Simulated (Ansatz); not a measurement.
This Ansatz (a quantum-chemistry and plane-wave program) input is the reference run, CdTe in the zinc blende structure (space group F-43m, No. 216), computed with r2SCAN in Ansatz (plane waves to 500 eV, PAW, no spin-orbit coupling):

Ansatz 0.2 input:
```yaml
crystal:
  lattice:
    - [0, 3.278807565, 3.278807565]
    - [3.278807565, 0, 3.278807565]
    - [3.278807565, 3.278807565, 0]
  atoms:
    - { symbol: Te, position: [0.75, 0.75, 0.75] }
    - { symbol: Cd, position: [0, 0, 0] }
basis: { ecutwfc: 500, ecutrho_ratio: 4, xc_grid: 4, fft_grid_basis: typed }
kpoints: { mp_grid: { grid: [9, 9, 9] } }
hamiltonian:
  xc: r2scan
  dispersion: none
  pseudopotentials: { kind: paw }
scf: { occupations: { method: fermi_dirac, width: 0.05 }, convergence: { dr2_threshold: 0.0000000002 } }
output: { forces: true, stress: true }
checkpoint: { write: state.ck, write_every: 1000 }
```

**Question.** Write the input for this change: a hydrostatic pressure of 0.9 GPa.

**Answer.** 
Ansatz 0.2 input:
```yaml
crystal:
  lattice:
    - [0, 3.278807565, 3.278807565]
    - [3.278807565, 0, 3.278807565]
    - [3.278807565, 3.278807565, 0]
  atoms:
    - { symbol: Te, position: [0.75, 0.75, 0.75] }
    - { symbol: Cd, position: [0, 0, 0] }
basis: { ecutwfc: 500, ecutrho_ratio: 4, xc_grid: 4, fft_grid_basis: typed }
kpoints: { mp_grid: { grid: [9, 9, 9] } }
hamiltonian:
  xc: r2scan
  dispersion: none
  pseudopotentials: { kind: paw }
scf: { occupations: { method: fermi_dirac, width: 0.05 } }
relax: { f_tol: 0.01, max_steps: 60, cell: { stress_tol: 0.02, p_target: 0.9 } }
output: { forces: true, stress: true }
checkpoint: { write: state.ck, write_every: 1000 }
```
This is the input that was run.

Load acts through the strain it causes; cell and atoms are relaxed under it. No phonon test of stability was made.
